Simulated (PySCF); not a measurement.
PySCF 2.14.0, PBE0/def2-svp, df: Au(OH)(NH3) ([NH3]->[Au][OH]), 7 atoms. The geometry is a generated start, not checked to be a minimum at this level.

- task = energy
- method = pbe0
- basis = def2-svp
- two-electron scheme = density fitting
- mol.max_memory = 3000 MB
- mf.max_cycle = 100
- mf.conv_tol = 1e-09 (default)
- mf.grids.level = 3 (default)
- effective core potentials = those of the basis set, past Kr
- basis functions = 80
- grid points = 91528

```xyz
7

Au     0.4641     0.2017     0.5432
O      1.6272     0.8656     1.9870
H      1.5335     1.8103     2.0791
N     -0.7547    -0.6155    -0.9636
H     -1.3647     0.0947    -1.3521
H     -1.3247    -1.3634    -0.5840
H     -0.1806    -0.9935    -1.7096
```

Charge 0 and multiplicity 1 are set for this test and not shown to be the ground state.

With the defaults (mf.DIIS = CDIIS, mf.diis = true, mf.init_guess = minao, mf.diis_damp = 0, mf.diis_space = 8, mf.damp = 0, mf.diis_start_cycle = 1) it converges in 13 Fock builds. One run each on 2 threads, 1 BLAS thread, with these changes:
- mf.init_guess = huckel
- mf.diis_space = 3
- mf.DIIS = EDIIS
- mf.damp = 0.3, mf.diis_start_cycle = 4
- mf.diis = false, mf.damp = 0.7, mf.diis_start_cycle = 999
- mf.diis_space = 12
- mf.DIIS = ADIIS
- mf.diis_damp = 0.3
- mf.diis = false

Task: Name the settings that don't reach the solution of the defaults.

Result: No convergence: mf.DIIS = EDIIS; mf.diis = false (the run ends without SCF convergence in 100 cycles). The rest reach the solution of the defaults.

```json
[
 {"setting": "the defaults", "Fock builds": "13", "end": "same solution"},
 {"setting": "mf.diis_damp = 0.3", "Fock builds": "13", "end": "same solution"},
 {"setting": "mf.diis_space = 12", "Fock builds": "13", "end": "same solution"},
 {"setting": "mf.init_guess = huckel", "Fock builds": "15", "end": "same solution"},
 {"setting": "mf.damp = 0.3, mf.diis_start_cycle = 4", "Fock builds": "18", "end": "same solution"},
 {"setting": "mf.DIIS = ADIIS", "Fock builds": "20", "end": "same solution"},
 {"setting": "mf.diis_space = 3", "Fock builds": "24", "end": "same solution"},
 {"setting": "mf.diis = false, mf.damp = 0.7, mf.diis_start_cycle = 999", "Fock builds": "30", "end": "same solution"},
 {"setting": "mf.DIIS = EDIIS", "Fock builds": "101", "end": "no convergence"},
 {"setting": "mf.diis = false", "Fock builds": "101", "end": "no convergence"}
]
```
